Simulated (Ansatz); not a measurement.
Start from HfO2 in the rutile structure (space group P4_2/mnm, No. 136; a = 4.830 Å, c = 3.210 Å; a cell from a computed database, its experimental status unchecked).

Computed with PBEsol (Ansatz, a first-principles code, PAW, scalar-relativistic without spin-orbit coupling).

Before the change:

The band gap is 3.89 eV, the electron mass comes out as 0.61 mₑ along c, 0.79 mₑ across (at Γ) and the gap character comes out as direct at Γ. The lattice parameter a comes out as 4.830 Å.

The change: Ti takes the place of Hf on all its sites, then cell and atoms are relaxed.

### Question
What happens to the band gap?

### Answer
The band gap falls by 2.02 eV, from 3.89 eV to 1.87 eV.

### Question
What does the calculation give for the electron mass after the change?

### Answer
The electron mass becomes 0.54 mₑ along c, 1.1 mₑ across (at Γ) (base: 0.61 mₑ along c, 0.79 mₑ across (at Γ)).

### Question
Estimate the effect on the gap character.

### Answer
The gap character remains direct at Γ.

### Question
What happens to the lattice parameter a?

### Answer
The lattice parameter a falls by 0.239 Å to 4.591 Å.

With Hf present, leaving out spin-orbit coupling can change the band edges. Masses are band curvatures over ±0.01 Å⁻¹ around the edge. Whether these cells are dynamically stable was not tested. The final runs are not spin-polarised. This is not the structure that HfO2 has at room temperature and ambient pressure.
